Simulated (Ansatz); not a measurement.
The reference is Au in the fcc (Cu type) structure (space group Fm-3m, No. 225; a = 4.0830 Å; relaxed with 0.1 eV smearing).

Level of theory: PBEsol (Ansatz, a first-principles code), no SOC.

Strains are applied to the cell and any free atomic positions relax.

One change was made to it. Results:

```csv
quantity,base,after
pressure,0.0 GPa,-6.9 GPa
energy relative to the base (free energy F),0 meV/atom,+18 meV/atom
```

Task: Name the change that was made.
A) isotropic strain +2.00 %
B) isotropic strain +1.50 %
C) isotropic strain +0.50 %
D) isotropic strain +1.00 %
E) isotropic strain −3.00 %

Result: B, isotropic strain +1.50 %. For comparison, the energy relative to the base in the other runs: isotropic strain +1.00 % gives +8.0 meV/atom; isotropic strain −3.00 % gives +87 meV/atom; isotropic strain +0.50 % gives +2.0 meV/atom; isotropic strain +2.00 % gives +30 meV/atom.

Stability against distortions was not tested.
